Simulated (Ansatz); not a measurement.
Start from TiO$_{2}$ in the rutile structure (space group P4_2/mnm, No. 136; a = 4.591 Å, c = 2.939 Å). Axes: x, y, z lie along a, b, c of the conventional cell.

Calculations: PBEsol in Ansatz (plane waves to 420 eV, PAW, scalar-relativistic without spin-orbit coupling).

Perturbation: the cell is compressed by 0.60 % along x with no lateral relaxation; the atoms relax in the strained cell.

Problem. Predict the stress tensor and what it implies for the stiffness.

Solution. Stress of the strained cell less that of the base (GPa, compression positive):
```
   1.67    0.00    0.00
   0.00    1.21    0.00
   0.00    0.00    0.98
```

Then −Δσ_ii/ε with ε = -0.0060 gives relaxed-ion elastic constants: C11 ≈ 279 GPa, C12 ≈ 201 GPa and C13 ≈ 163 GPa.

Whether these cells are dynamically stable was not tested. The final runs are not spin-polarised.

Ansatz is an electronic-structure program.
